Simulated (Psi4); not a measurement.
Psi4 1.11, unrestricted WB97X/def2-svp: W(F)4(OH) ([OH][W]([F])([F])([F])[F]), charge 0, multiplicity 2, 7 atoms. The geometry is a generated start, not checked to be a minimum at this level.

```yaml
task: energy
method: wb97x
basis: def2-svp
memory: 3 GB
maxiter: 100
keys_of_the_molecule_block: symmetry c1
scf_type: df (default)
e_convergence: 1e-06 (default)
d_convergence: 1e-06 (default)
dft_radial_points: 75 (default)
dft_spherical_points: 302 (default)
effective_core_potentials: those of the basis set, past Kr
basis_functions: 107
grid_points: 152918
```

```xyz
7

W     -0.0448    -0.3702    -0.0405
F      1.5357    -1.2259    -0.4555
F     -1.1996     0.2310     1.4045
F     -1.6514     0.1866    -0.9854
F     -0.7322    -2.0703    -0.0906
O      0.8476     1.1861     0.0273
H      1.2447     2.0626     0.1403
```

Charge 0 and multiplicity 2 are set for this test and not shown to be the ground state.

With the defaults (damping_percentage = 0, diis = true, scf_initial_accelerator = adiis, guess = auto, which took SAD, diis_max_vecs = 10) it converges in 18 SCF iterations. One run each on 2 threads, with these changes:
- guess = sapgau
- diis_max_vecs = 6
- damping_percentage = 60
- scf_initial_accelerator = none
- damping_percentage = 60, diis = false, scf_initial_accelerator = none
- guess = sap
- scf_initial_accelerator = ediis
- diis_max_vecs = 3
- guess = gwh

Problem. Name the settings that don't reach the solution of the defaults.

Solution. No convergence: damping_percentage = 60; damping_percentage = 60, diis = false, scf_initial_accelerator = none (the run ends without SCF convergence in 100 iterations). The rest reach the solution of the defaults.

```csv
setting,SCF iterations,end
guess = sap,16,same solution
scf_initial_accelerator = none,17,same solution
the defaults,18,same solution
scf_initial_accelerator = ediis,18,same solution
diis_max_vecs = 6,19,same solution
guess = gwh,20,same solution
guess = sapgau,31,same solution
diis_max_vecs = 3,47,same solution
damping_percentage = 60,100,no convergence
"damping_percentage = 60, diis = false, scf_initial_accelerator = none",100,no convergence
```
